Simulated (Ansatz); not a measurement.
Consider MoSi$_{2}$ (space group I4/mmm, No. 139; a = 3.217 Å, c = 7.875 Å; relaxed with 0.1 eV smearing). Axes: x, y, z lie along a, b, c of the conventional cell.

All numbers come from PBE (Ansatz, an electronic-structure program), no spin-orbit coupling.

The change: the cell is scaled by 0.9900 in all directions, atoms relaxed at fixed cell.

Problem. Predict the stress tensor and what it implies for the stiffness.

Solution. Stress of the strained cell less that of the base (GPa, compression positive):
```
    6.3     0.0     0.0
    0.0     6.3     0.0
    0.0     0.0     7.2
```

Then B = −ΔP/(ΔV/V₀) with ΔV/V₀ = -0.0297 gives secant stiffness values (nonlinear terms included at this strain): B (at held cell shape, above the free-shape value) ≈ 223 GPa.

As a check, the harmonic strain energy −½ V₀ Δσ:ε is 8.4 meV/atom; the computed energy rise is 8.1 meV/atom.

No phonon test of stability was made. All final runs are without spin polarisation.
